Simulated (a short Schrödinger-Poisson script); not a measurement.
## Gated Al0.3Ga0.7N/GaN polarisation-induced gas

Stack: gated Al0.3Ga0.7N/GaN polarisation-induced gas, at 77 K.

| layer | material | thickness (nm) | Na (cm⁻³) |
|---|---|---|---|
| 1 | Al0.3Ga0.7N | 20 | - |
| 2 | GaN | 6000 | 1e14 |

The device is made up for the run: typed textbook-type constants, with dimensions and the other settings drawn at random. Al0.3Ga0.7N: permittivity 9.32, conduction-band edge (eV) 0.414, gap (eV) 4.021, electron mass (mₑ) 0.236, Nv at 300 K (cm⁻³) 4.6e19. GaN: permittivity 9.5, conduction-band edge (eV) 0, gap (eV) 3.43, Nv at 300 K (cm⁻³) 4.6e19.

Channel valleys (confinement mass, in-plane density-of-states mass, number): Γ 0.2, 0.2, 1. At the gate the conduction-band edge of layer 1 lies 1.43 eV − eVg above the Fermi level of the channel; the field vanishes at the back. Sheet of polarisation charge: +1.5e13 e/cm² at 20 nm from the gate. The barrier under the gate holds no holes. Gaps are held at their typed values at every temperature. Mesh 0.08 nm at interfaces.

From a short Schrödinger-Poisson script (our own, NumPy): 1D Poisson equation in equilibrium, electrons quantum, Hartree (BenDaniel-Duke, 40 states a valley, the channel's in-plane mass for all, wave functions free to enter the barrier), parabolic valleys, classical holes, full ionisation, no traps, pinning or gate leakage.

| Vg (V) | electrons (cm⁻²) | in the channel layer | C (μF/cm²) | Γ E0 (meV) | Γ E1 (meV) |
|---|---|---|---|---|---|
| 0.5 | 1.26e13 | 1.14e13 | 0.398 | -134.9 | -14.3 |
| -0.2 | 1.09e13 | 1.00e13 | 0.395 | -117.8 | -10.2 |
| -0.9 | 9.16e12 | 8.58e12 | 0.392 | -100.4 | -6.3 |
| -1.6 | 7.45e12 | 7.08e12 | 0.389 | -82.7 | -2.4 |
| -2.3 | 5.76e12 | 5.55e12 | 0.386 | -64.6 | 1.6 |
| -3 | 4.08e12 | 3.98e12 | 0.382 | -46.2 | 6.0 |
| -3.7 | 2.42e12 | 2.39e12 | 0.376 | -27.5 | 10.9 |
| -4.4 | 8.09e11 | 8.05e11 | 0.358 | -7.1 | 16.6 |

Gate voltages with under 1e6 electrons/cm² are left out.

Subbands count from the Fermi level.
